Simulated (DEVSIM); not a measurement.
Structure: Pt/SiON/n-Si capacitor, at 300 K.

Layer 1 from the left is SiON, thickness (nm) 2.80. Layer 2 from the left is Si, thickness (nm) 17000, Nd (cm⁻³) 1.2e15.

Metal gate on the left, work function 5.6 eV. Fixed charge at the semiconductor interface 0 cm⁻² (in units of +e); no interface traps.

Constants are typed, rounded textbook-type inputs, not results; the design itself was drawn at random and stands for no fabricated device. Values at 300 K.

SiON: gap (eV) 7, affinity (eV) 1.4, permittivity 5.5. Si: gap (eV) 1.124, affinity (eV) 4.05, permittivity 11.7, Nc (cm⁻³) 2.86e19, Nv (cm⁻³) 3.1e19.

DEVSIM, 1D Poisson equation in equilibrium, Boltzmann statistics, complete ionisation; no quantum confinement or tunnelling. Metal contacts follow the ideal Schottky-Mott rule: no Fermi-level pinning, no interface dipoles.

**Question.** What does the simulation give for the minimum of the low-frequency capacitance, the threshold voltage (band bending 2φF), the flat-band voltage?

**Answer.** minimum of the low-frequency capacitance 0.0148 μF/cm²; threshold voltage (band bending 2φF) 0.68 V; flat-band voltage 1.29 V.
